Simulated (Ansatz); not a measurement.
A computed series for CdO: pressure series

Start from CdO in the rock salt structure (space group Fm-3m, No. 225; a = 4.7683 Å).

Cell and atoms are relaxed at each pressure.

The values are results of PBE/PAW in Ansatz (a program for electronic structure), no spin-orbit coupling, earlier PAW set, not measurements.

Question: Only one of these has a band gap. Which?
A. pressure 100 GPa
B. pressure 7 GPa
C. pressure 50 GPa
D. pressure −2 GPa
E. pressure 30 GPa

Answer: A, pressure 100 GPa. Computed: pressure −2 GPa: zero; pressure 50 GPa: zero; pressure 7 GPa: zero; pressure 100 GPa: 0.25 eV; pressure 30 GPa: zero

A case with no gap was solved on a k-mesh chosen for an insulator, which is coarse for it. Load acts through the strain it causes; cell and atoms are relaxed under it. Stability against distortions was not tested. No other phases were tried under pressure. The final runs are not spin-polarised. A zero or small gap of CdO can be the functional's error rather than a property of the material.
